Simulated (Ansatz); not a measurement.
Structure of amorphous In22WO36 (periodic cell):

```xyz
59
Lattice="9.2469 -0.1617 0.0141 -0.1617 9.4685 -0.3539 0.0141 -0.3539 9.2302" Properties=species:S:1:pos:R:3 pbc="T T T"
In     5.9047     0.0652     2.2458
In     5.7159     3.1886     0.1688
In     6.7987     1.7174     6.3368
In     0.9717     0.3999     6.8339
In     3.8560     1.8494     4.7382
In     6.8186     8.5273     7.5458
In     0.1621     0.8816     3.8067
In     5.1100     7.9094     4.6641
In     0.1374     4.9299     1.7830
In     6.6117     6.3900     1.1083
In     3.5565     5.1117     3.2361
In     5.6746     5.0671     6.5129
In     2.3150     8.1120     2.5700
In     0.8130     7.1909     8.7106
In     8.2022     7.1069     4.4648
In     2.5416     3.2072     7.7100
In     3.6999     6.0931    -0.0120
In     2.3944     6.3160     6.1357
In     2.7148     2.1715     1.3509
In     8.8722     1.3722     0.6575
In     3.6799     8.9821     8.0942
In     6.7684     3.6620     3.6674
W      0.1462     4.2011     5.4357
O      6.7092     7.0750     5.9831
O      0.5515     3.0982     6.8366
O      7.0157     4.0896     1.6368
O      5.2807    -0.0841     6.7857
O      5.9837     1.8226     4.3993
O      1.9621     5.9459     2.0627
O      1.3650     0.6692     2.0157
O      5.3621     5.0762     4.4140
O      8.3364     0.2626     5.8436
O      0.0467     5.9946     6.0513
O      0.5553     8.3242     3.7308
O      1.9272     4.5095     4.9590
O      4.2351     6.5817     7.2028
O      4.6654     6.2694     1.8062
O      7.4081     3.7854     5.9644
O      5.9273     4.8294     8.5821
O      8.4832     5.1494     3.7175
O      4.3289     3.0696     6.5324
O      2.6938     8.0765     0.3931
O      3.6594     3.8557     0.2669
O      1.9401     1.1946     5.1638
O      4.6751     1.2525     0.7821
O      7.7518     1.0268     2.3456
O      5.9571     8.2658     0.1281
O      3.2452     6.9991     4.3476
O      4.2236    -0.1449     3.5722
O      2.3382     1.1713     8.3328
O      7.1428     1.4917     8.4405
O      0.8105     3.2311     0.8027
O      3.5897     3.0353     3.0394
O      1.9343     5.3165     8.0547
O      1.8760     8.1289     7.0133
O      6.6309     7.8188     3.1232
O      8.6600     6.4334     0.6981
O      9.0250     2.8090     4.0840
O      8.8243     8.7840     8.2272
```

These are PBE, scalar-relativistic without spin-orbit coupling (plane waves to 420 eV, PAW; Ansatz, an electronic-structure program) values and carry that method's errors.

A CHGNet melt-quench gave the starting glass, which DFT then relaxed. O atoms were pushed apart under 1.9 Å during the dynamics, to hinder bonds among them. The hot cell started wider than the set density and was brought back towards it in steps. It is the lowest in DFT energy of 2 quenches. It is a model cell: composition and starting density were chosen by hand, and all elements were melted together. No dispersion term was used. Its density started from a set value of 6.68 and ended at 6.76 g/cm³. The simulated quench (nominally 51 K/ps over its main leg) is rapid and tends to freeze in more defects than a deposited or slowly cooled glass has. One small periodic cell is one sample of the glass; other quenches scatter about these values. Volume and shape were free in the relaxation.

Cut-offs for bonds: In-In 3.12 Å, In-W 3.08 Å, In-O 2.60 Å, W-W 3.04 Å, W-O 2.51 Å, O-O 1.58 Å. Two cations that share two anions don't count as bonded, nor two that share one unless they lie closer than In-In 3.04 Å, In-W 3.00 Å, W-W 2.95 Å.

Problem. Give the coordination numbers, mean bond lengths and angles.

Solution. 
```
Item                                                               Value
---------------------------------  -------------------------------------
Mean coordination of In by anions             5.41 (13 with 5, 9 with 6)
Mean coordination of W by anions                         6.00 (1 with 6)
Mean coordination of O             3.47 (1 with 2, 17 with 3, 18 with 4)
Mean In-O bond                     2.207 Å (spread 0.107 Å, 119 counted)
Mean W-O bond                        1.965 Å (spread 0.148 Å, 6 counted)
Bond angle at In                               mean 104.8°, spread 28.3°
Bond angle at W                                mean 104.8°, spread 31.6°
Bond angle at O                                mean 110.4°, spread 16.0°
```

Problem. List the pairs of like atoms that count as bonded by the rules above.

Solution. There are none by these rules.
